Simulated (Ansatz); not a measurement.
TiB2 under a change: isotropic strain −2.33 %

The parent structure is TiB$_{2}$ (space group P6/mmm, No. 191; a = 3.032 Å, c = 3.224 Å; relaxed with 0.1 eV smearing).

One thing is altered: the cell is scaled by 0.9767 in all directions; the atoms relax in the strained cell.

Computed with Ansatz (an electronic-structure program) PBE, without spin-orbit coupling. k-mesh 22×22×18 (Γ-centred); smearing 0.1 eV (Fermi–Dirac).

The volume per atom decreases by 0.584 Å³, from 8.56 Å³ to 7.97 Å³ and the space group remains P6/mmm (No. 191). The shortest interatomic distance decreases by 0.077 bohr to 3.231 bohr and the energy increases by 36 meV/atom. The pressure (mean of the normal stresses, compression positive) goes from zero to 20.7 GPa and the band gap is still zero.

Final structure:

```
TiB2
1.0
    2.96173     0.00000     0.00000
   -1.48086     2.56493     0.00000
    0.00000     0.00000     3.14871
Ti B
1 2
Direct
  0.00000   0.00000   0.00000
  0.33333   0.66667   0.50000
  0.66667   0.33333   0.50000
```

Stability against distortions was not tested. All final runs are without spin polarisation.
